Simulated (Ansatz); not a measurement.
**Ge (R-3m): band-edge transport data**

Consider the following.

```yaml
crystal:
  lattice:
    - [0.04385, 2.83519, 2.83519]
    - [2.83519, 0.04385, 2.83519]
    - [2.83519, 2.83519, 0.04385]
  atoms:
    - { symbol: Ge, position: [0.00109, 0.00109, 0.00109] }
    - { symbol: Ge, position: [0.24891, 0.24891, 0.24891] }
```

The numbers are results of r2SCAN with spin-orbit coupling, rigid bands (plane waves, PAW; Ansatz, a quantum-chemistry and plane-wave program), not measurements. Condition of this run: biaxial stress in (111) of 2.8 GPa (compression positive) (the target of the relaxation). How the cell was made: cell and atoms relaxed with PBEsol, then loaded as said.

- band gap = 0.25 eV
- electron conductivity mass (300 K, dilute) = 0.125 mₑ
- effective density of states N_c (300 K) = 8.5e18 cm⁻³
- density-of-states mass, electrons = 0.48 mₑ
- Seebeck coefficient, n-type 1e19 cm⁻³, 300 K = -205 μV/K

Rigid bands; masses and Seebeck coefficients take one relaxation time τ for all states and one kind of carrier; polarons and phonon drag are left out. Geometry: cell and atoms relaxed with PBEsol.
